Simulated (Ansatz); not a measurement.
# A computed series for hypothetical CsCl type LaN: response to strain

Take LaN in the CsCl type structure (space group Pm-3m, No. 221; a = 3.124 Å; a hypothetical phase, not in the database extracts checked; relaxed with 0.1 eV smearing) as the base. Axes: x, y, z lie along the cube axes.

Strains are applied to the cell and any free atomic positions relax.

Method: DFT with PBEsol, PAW potentials and a 420 eV plane-wave cutoff in Ansatz (a program for electronic structure), no spin-orbit coupling.

Candidates:
(a) isotropic strain +4.37 %
(b) uniaxial strain ε_yy = +1.75 %
(c) strain tensor (xx, yy, zz, yz, xz, xy) = (−1.68, −0.89, −0.36, −0.20, +0.41, −0.20) %
(d) uniaxial strain ε_zz = +5.76 %

Notes on the quantities. energy relative to the base: free energy F.

### Question
Order them by energy relative to the base, highest first.

### Answer
(a) isotropic strain +4.37 % (+98 meV/atom), (d) uniaxial strain ε_zz = +5.76 % (+52 meV/atom), (c) strain tensor (xx, yy, zz, yz, xz, xy) = (−1.68, −0.89, −0.36, −0.20, +0.41, −0.20) % (+7.0 meV/atom), (b) uniaxial strain ε_yy = +1.75 % (+5.1 meV/atom)

Whether these cells are dynamically stable was not tested. The final runs are not spin-polarised.
